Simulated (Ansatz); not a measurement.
By PBEsol, the system below comes out a metal.

Without scattering a metal conducts by its projected Fermi surface.

Given:

```yaml
crystal:
  lattice:
    - [3.64257, 0.00000, 0.00000]
    - [-1.82129, 3.15456, 0.00000]
    - [0.00000, 0.00000, 5.87916]
  atoms:
    - { symbol: Y, position: [0.33333, 0.66667, 0.25000] }
    - { symbol: Y, position: [0.66667, 0.33333, 0.75000] }
```

The cell is taken as given; by PBEsol it stands under a pressure of -2.9 GPa.

The current flows along the normal of the first two printed cell vectors, the (001) plane of the conventional cell. No spin-orbit coupling; the value is a mean over 0.1 eV about the Fermi level.

**Question.** Estimate the ballistic conductance per area that PBEsol (Ansatz, an electronic-structure program) returns for this system.

**Answer.** 0.92 × 10¹⁵ S/m² for both spins.
